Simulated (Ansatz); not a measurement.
Carrier properties of MgO under load (space group Fm-3m)

```xyz
2
Lattice="0.0000 2.0420 2.0420 2.0420 0.0000 2.0420 2.0420 2.0420 0.0000" Properties=species:S:1:pos:R:3 pbc="T T T"
Mg     0.0000     0.0000     0.0000
O      2.0420     2.0420     2.0420
```

Method: PBE, rigid bands (plane waves, PAW, scalar-relativistic; Ansatz, a program for electronic structure). Condition of this run: hydrostatic pressure of 18 GPa (compression positive) (the target of the relaxation). Geometry: cell and atoms relaxed with PBEsol, then loaded as said.

```
Item                                                                                                                                                           Value
---------------------------------------------------------------------------------------------------------------------------------------  ---------------------------
band gap                                                                                                                                                     5.70 eV
electron conductivity mass (300 K, dilute)                                                                                                                   0.39 mₑ
hole conductivity mass (300 K, dilute)                                                                                                                        2.2 mₑ
effective density of states N_c (300 K)                                                                                                                  5.8e18 cm⁻³
effective density of states N_v (300 K)                                                                                                                  2.7e20 cm⁻³
density-of-states mass, electrons                                                                                                                            0.37 mₑ
density-of-states mass, holes                                                                                                                                 4.9 mₑ
Seebeck coefficient, n-type 1e19 cm⁻³, 300 K                                                                                                               -183 μV/K
best n-type power factor at 300 K for τ = 10 fs (best axis; densities from 1e16 to 1e21 cm⁻³ tried, whether or not they can be reached)  2.5 μW/(cm·K²) at 3e19 cm⁻³
Seebeck coefficient, p-type 1e19 cm⁻³, 300 K                                                                                                                497 μV/K
```

Rigid bands; masses and Seebeck coefficients take one relaxation time τ for all states and one kind of carrier; polarons and phonon drag are left out. Spin-orbit coupling is left out. Geometry: cell and atoms relaxed with PBEsol.
